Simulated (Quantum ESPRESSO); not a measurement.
Troubleshooting Quantum ESPRESSO: a failed run on Ba3SnF6 (P-1, 10 atoms in the cell). The aim is a self-consistent single point with DFT, PBEsol, plane waves, GBRV 1.5 ultrasoft (PBESOL) pseudopotentials.

Cell that was meant: a = 3.8329 Å, b = 8.3275 Å, c = 8.4375 Å, α = 115.40°, β = 95.47°, γ = 99.52°.

Part of the input:

```fortran
&CONTROL
   calculation = 'SCF-run',
   prefix = 'Ba3SnF6',
   outdir = './work',
   pseudo_dir = './',
```

Output, abridged:

```
     This program is part of the open-source Quantum ESPRESSO suite
     for quantum simulation of materials; please cite

 %%%%%%%%%%%%%%%%%%%%%%%%%%%%%%%%%%%%%%%%%%%%%%%%%%%%%%%%%%%%%%%%%%%%%%%%%%%%%%
     Error in routine  control_checkin (1):
      calculation "SCF-run" not allowed
 %%%%%%%%%%%%%%%%%%%%%%%%%%%%%%%%%%%%%%%%%%%%%%%%%%%%%%%%%%%%%%%%%%%%%%%%%%%%%%

     stopping ...
```

**Question.** From the messages shown, name the fault and mend the input.

**Answer.** The fault is a value that the program does not know. The key takes a closed list of words, and names differ between codes. To fix it, use one of the words that the key accepts. The program stopped before any SCF iteration.

An input that runs soundly differs in these lines (not the only fix; some lines may just follow from the change or write a value another way):
```diff
-   calculation = 'SCF-run',
+   calculation = 'scf',
```

With that input, the run converged in 12 iterations: free energy E − TS -9004.2373 eV; Fermi level (on the code's own zero) 6.71 eV; pressure -2.56 GPa; largest force (vector length) 0.138 eV/Å (DFT, PBEsol, plane waves, GBRV 1.5 ultrasoft (PBESOL) pseudopotentials).

On the sound input: the starting cell comes from a database of computed structures (which also holds hypothetical and non-ambient phases and stackings), without a prior relaxation at this level. The run gives no clean gap (levels at the Fermi energy touch, overlap or are partly filled at this smearing), which alone does not show that the compound is a metal. Without a gap this mesh is coarse (it stands for a supercell whose shortest vector is 15 Å).
